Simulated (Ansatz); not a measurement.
Adsorption energy and surface dipole of F on the 1x1 (100) surface of monoclinic HfO2 (cut with top plane 2 O), one in a 1x1 cell, started at the site 'hollow O-O-O', worked from the runs' numbers; total energies count from the potentials' own zero.

Host crystal: monoclinic HfO2, with a band gap (PBE, scalar-relativistic without spin-orbit coupling).

The numbers are results of PBE (plane waves to 420 eV, PAW; Ansatz, a first-principles code), not measurements.

Slab: 25 atoms, 9.3 Å thick at the start under the adsorbate (thin: gaps and levels are the slab's own); k 4x4x1, smearing 0.01 eV, dipole-corrected; 12 atoms held, the rest relaxed; no symmetry held; spin-polarised, ending with about 1.0 μB a cell, a value that depends on the mesh; orders that need a larger cell were not tried, no spin-orbit, no U, no dispersion correction. The slab shows no gap over 0.04 eV on its mesh. At the end it is bonded to Hf. In PBE it is, or lies within 0.03 eV of, the lowest of the starts that converged.

| quantity | value |
|---|---|
| slab with the adsorbate | -135695.319 eV |
| clean slab, same cell and mesh | -134887.913 eV |
| reference, ½ F2(g) | -805.593 eV |
| area of the cell | 27.90 Å² |
| change of the step from the bottom to the top vacuum level | 1.613 eV |

What is the adsorption energy against this reference?

E(slab + adsorbate) − E(slab) − E(reference) = -1.81 eV, so in this state the adsorbate is more stable than in the reference, at a coverage of 3.58 a nm².

What dipole does adsorption add to the slab along the outward normal (Helmholtz relation, ε₀ = 0.005526 e/(V·Å))?

p = −ε₀·A·ΔV = -0.249 e·Å = -1.19 D; its negative end points to the vacuum, which raises the vacuum level.
